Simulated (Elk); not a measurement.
A self-consistent single point of Sr (Im-3m, 1 atom in the cell) with Elk.

Method: PBEsol, all-electron FP-LAPW, Elk's shipped species files, LAPW+lo basis in Elk 10.2.4.

```
Sr
1.0
   -2.44440     2.44440     2.44440
    2.44440    -2.44440     2.44440
    2.44440     2.44440    -2.44440
Sr
1
Direct
  0.00000   0.00000   0.00000
```

Reference input (self-consistent single point, DFT, PBEsol, all-electron FP-LAPW, Elk's shipped species files, LAPW+lo basis): xctype = 22; rgkmax = 8; stype = 3; swidth = 0.00499791 Ha; ngridk = 11 11 11; gmaxvr = 14 1/bohr; nxoapwlo = 1. This run's input differs from it in these lines:

```diff
@@ -15,7 +15,4 @@
 
-stype
-  3
-
-swidth
-  0.00499791
+tempk
+  300.0
```

Output (repeated stretches shortened):

```
│ Self-consistent loop started │
│ Loop number : 1 │
 total energy                :     -3179.38214568
│ Loop number : 2 │
 total energy                :     -3179.37348547
RMS change in Kohn-Sham potential (target) :   0.9632645239E-01 (  0.1000000000E-05)
Absolute change in total energy (target)   :   0.8660208560E-02 (  0.1000000000E-03)
│ Loop number : 3 │
 total energy                :     -3178.88985679
RMS change in Kohn-Sham potential (target) :   0.6067426783E-01 (  0.1000000000E-05)
Absolute change in total energy (target)   :   0.4857937328     (  0.1000000000E-03)
│ Loop number : 4 │
   [... lines left out ...]
Absolute change in total energy (target)   :   0.3578788987E-03 (  0.1000000000E-03)
│ Loop number : 12 │
 total energy                :     -3177.97349946
RMS change in Kohn-Sham potential (target) :   0.1469890060E-06 (  0.1000000000E-05)
Absolute change in total energy (target)   :   0.1058980138E-03 (  0.1000000000E-03)
│ Loop number : 13 │
 total energy                :     -3177.97349426
RMS change in Kohn-Sham potential (target) :   0.3809805681E-07 (  0.1000000000E-05)
Absolute change in total energy (target)   :   0.3167958766E-04 (  0.1000000000E-03)
Convergence targets achieved

│ Loop number : 14 │

Energies :
 Fermi                       :     0.117249260252
 total energy                :     -3177.97349370

Density of states at Fermi energy :    31.93474673
 (states/Hartree/unit cell)

Estimated indirect band gap :   0.1640082946E-02
 from k-point     52 to k-point     46
Estimated direct band gap   :   0.1851919233E-02
 at k-point     52

Charges :
 core                        :    28.00000000
 valence                     :    10.00000000
 interstitial                :    2.110439355
 muffin-tins (core leakage)
  species :    1 (Sr)
   atom    1                 :    35.88956064     (  0.2869628272E-04)
 total in muffin-tins        :    35.88956064
 total calculated charge     :    38.00361622
 total charge                :    38.00000000
 error                       :   0.3616222787E-02

│ Self-consistent loop stopped │
```

The run converged in 14 iterations. The count includes the last loop, which Elk runs after its targets are met. Against the reference run the free energy rises by 41.1 meV/atom.

The starting cell comes from a database of published, mostly measured structures (it also holds non-ambient and calculated ones), without a prior relaxation at this level. Its lattice was rescaled by a random factor within 2.5 % of one. Values depend on the basis (sphere radii, cutoffs, local orbitals), which need not be converged. The log's line on a gap gives a spacing of levels on this mesh, which the program prints for metals too.
